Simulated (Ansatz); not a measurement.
Consider Ir in the fcc (Cu type) structure (space group Fm-3m, No. 225; a = 3.8118 Å; relaxed with 0.1 eV smearing). Axes: x, y, z lie along the cube axes.

Level of theory: LDA (Ansatz, a program for electronic structure; PAW; 420 eV plane waves; no spin-orbit coupling).

One thing is altered: every lattice vector is shortened by 3.00 %, atoms relaxed at fixed cell.

Q: Predict the stress tensor and what it implies for the stiffness.

A: Stress of the strained cell less that of the base (GPa, compression positive):
```
   46.3     0.0     0.0
    0.0    46.3     0.0
    0.0     0.0    46.3
```

Then B = −ΔP/(ΔV/V₀) with ΔV/V₀ = -0.0873 gives secant stiffness values (nonlinear terms included at this strain): B ≈ 531 GPa.

As a check, the harmonic strain energy −½ V₀ Δσ:ε is 180 meV/atom; the computed energy rise is 160 meV/atom.

No phonon test of stability was made. The final runs are not spin-polarised.
